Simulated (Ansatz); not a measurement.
```yaml
crystal:
  lattice:
    - [3.79241, 0.00000, 0.00000]
    - [0.00000, 3.79241, 0.00000]
    - [1.89620, -1.89620, 4.73320]
  atoms:
    - { symbol: Ti, position: [0.25000, 0.25000, 0.50000] }
    - { symbol: Ti, position: [0.00000, 0.00000, 0.00000] }
    - { symbol: O, position: [0.45869, 0.04131, 0.08262] }
    - { symbol: O, position: [0.20869, 0.79131, 0.58262] }
    - { symbol: O, position: [0.79131, 0.20869, 0.41738] }
    - { symbol: O, position: [0.04131, 0.45869, 0.91738] }
```

No spin polarisation.

The values are results of Ansatz (a first-principles code), PBEsol, PAW, cutoff 420 eV, spin-orbit coupling left out, not measurements. Settings: 12×12×12 k-points, 0.05 eV Fermi–Dirac smearing.

What band gap does the calculation give?

2.05 eV.

Predict the mean in-plane stress (compression positive).

-1.7 GPa.

What is the computed gap character?

Indirect, Γ–X (87 % along) → Γ.

The cells carry an imposed strain or load. Whether these cells are dynamically stable was not tested. The final runs are not spin-polarised. The cell was made from TiO2 in the anatase structure (space group I4_1/amd, No. 141) by this change: biaxial strain +0.60 %, plane normal [001], relaxed out of plane.
